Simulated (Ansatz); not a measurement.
A relaxation of the atoms of YZnPO (R3m, 8 atoms in the cell) with Ansatz (a program for electronic structure).

Level of theory: LDA (PW92), default PAW files made with PBE (plane waves; Ansatz).

The change in words: one atom moved by 0.15 angstrom; relax: default → atoms; relax.f_tol: default → 0.001 eV/Å. Reference geometry:
```
CELL_PARAMETERS angstrom
      1.94793     1.12464    10.13327
     -1.94793     1.12464    10.13327
      0.00000    -2.24928    10.13327
ATOMIC_POSITIONS crystal
  Y  0.37981 0.37981 0.37981
  Y  0.62019 0.62019 0.62019
  Zn 0.19622 0.19622 0.19622
  Zn 0.80378 0.80378 0.80378
  P  0.88809 0.88809 0.88809
  P  0.11191 0.11191 0.11191
  O  0.30528 0.30528 0.30528
  O  0.69472 0.69472 0.69472
```

Reference input (self-consistent single point, DFT, LDA (PW92), plane waves, default PAW files made with PBE): basis.ecutwfc = 30.9 Ry; kpoints.mp_grid.grid = 7 7 7; hamiltonian.xc = lda; hamiltonian.pseudopotentials = {kind: paw} (the program's default PAW files); scf.occupations.method = fixed. This run's input differs from it in these lines:

```diff
@@ -6,3 +6,3 @@
   atoms:
-    - { symbol: Y, position: [0.37981000, 0.37981000, 0.37981000] }
+    - { symbol: Y, position: [0.38474400, 0.38474400, 0.38474400] }
     - { symbol: Y, position: [0.62019000, 0.62019000, 0.62019000] }
@@ -23,2 +23,4 @@
   occupations: { method: fixed }
+relax:
+  f_tol: 0.001
 output:
```

Output (repeated stretches shortened):

```
   [... SCF lines of the steps left out ...]
relax step   1: F+E_penalty+E_count = -16556.29683134 eV  Δ(F+E_penalty+E_count) = +0.000e0 eV  max|allowed force component| = 2.201e0 eV/Å  Δτ_max = 0.0000 Å  (8 SCF iters, dr2 threshold 1.00e-7 eV, accepted)
relax step   2: F+E_penalty+E_count = -16556.39673067 eV  Δ(F+E_penalty+E_count) = -9.990e-2 eV  max|allowed force component| = 1.234e0 eV/Å  Δτ_max = 0.1949 Å  (7 SCF iters, dr2 threshold 1.00e-4 eV, accepted)
   [... lines left out ...]
relax step   6: F+E_penalty+E_count = -16556.50996500 eV  Δ(F+E_penalty+E_count) = -1.866e-4 eV  max|allowed force component| = 1.150e-3 eV/Å  Δτ_max = 0.0052 Å  (5 SCF iters, dr2 threshold 1.49e-7 eV, accepted)
relax step   7: F+E_penalty+E_count = -16556.50996501 eV  Δ(F+E_penalty+E_count) = -1.327e-8 eV  max|allowed force component| = 1.194e-3 eV/Å  Δτ_max = 0.0000 Å  (4 SCF iters, accepted)
relax step   8: F+E_penalty+E_count = -16556.50996519 eV  Δ(F+E_penalty+E_count) = -1.811e-7 eV  max|allowed force component| = 4.360e-5 eV/Å  Δτ_max = 0.0001 Å  (4 SCF iters, accepted)
the relaxation is at rest under the 6 symmetry operations that the run kept from its start: a minimum is not shown …
Stability not checked: this state was not tested for a lower state beside it, because too few of the mixer's solves of this state at the end of the SCF gave a …
Free energy (F): -16556.509965 eV
Internal energy: -16556.509965 eV  (E = F + TS)
E sigma→0 (E₀):  -16556.509965 eV
Fermi energy:    9.942373 eV
--- Forces (eV/Å), atoms counted from 1 ---
  atom   1  Y      0.00000000     0.00000000    -0.00002014
  atom   2  Y      0.00000000    -0.00000000     0.00004179
   [... lines left out ...]
    - { symbol: P, position: [0.8884244301434123, 0.8884244301434123, 0.8884244301434124] }
    - { symbol: P, position: [0.1128091639912806, 0.1128091639912806, 0.11280916399128063] }
    - { symbol: O, position: [0.3063849566562497, 0.3063849566562497, 0.30638495665624976] }
    - { symbol: O, position: [0.6948486203508157, 0.6948486203508157, 0.6948486203508158] }
```

The run converged. 

Summary of the result:
- Free energy E − TS (on the zero of these files) = -16556.5100 eV
- Top of the valence band (on the code's own zero) = 9.94 eV
- Gap on the k-point mesh = 1.05 eV
- Pressure = -6.80 GPa
- Relaxation steps = 8

The starting cell comes from a database of computed structures (which also holds hypothetical and non-ambient phases and stackings), without a prior relaxation at this level. Its lattice was rescaled by up to half a per cent. For this run, on top of that: one atom moved by 0.15 angstrom. The relaxation keeps the symmetry of its start, so its end need not be a minimum. Ansatz's pressure includes its estimate of the finite-basis (Pulay) stress.

Cost on one core of a shared machine: roughly 4 min.

Keys are those of Ansatz 0.2.
